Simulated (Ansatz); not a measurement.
For PbS (Cmcm, No. 63, 4 atoms in the cell; start mp-1018115; another space group than a measured phase of this formula), LDA (Ansatz, a program for electronic structure, plane waves, PAW) gives:

* **bulk modulus**: 45.5 GPa
* **cohesive energy**: 4.34 eV/atom
* **band gap**: 0.86 eV

What does r²SCAN (PAW; Ansatz) give for the same quantities?


- bulk modulus: 28.1 GPa (falls by 38 %)
- cohesive energy: 3.53 eV/atom (drops by 0.81 eV/atom)
- band gap: 1.37 eV (grows by 0.51 eV)

Changes are worked out from the printed values.

Unless a cell is named, each level is at its own relaxed cell (LDA 24.25, r²SCAN 26.69 Å³/atom).

Levels without +SOC leave out spin–orbit coupling, which shifts energies and cells of such heavy elements.

Levels without +SOC have no spin–orbit coupling; where heavier elements are present it shifts gaps, mostly down, and can invert bands. Density-functional gaps are differences of (generalised) Kohn–Sham levels.

Caveats: the bulk modulus is −V dP/dV from two relaxed cells at ±2 % in volume (LDA, r²SCAN); the relaxation could not lower the start's symmetry, so the cell can be a saddle point above a distorted one (LDA, r²SCAN). Ansatz's density-functional and Hartree–Fock values are scalar-relativistic unless marked +SOC, with PAW data made under PBE.

A start named mp-… is a Materials Project structure, which need not be a measured phase.
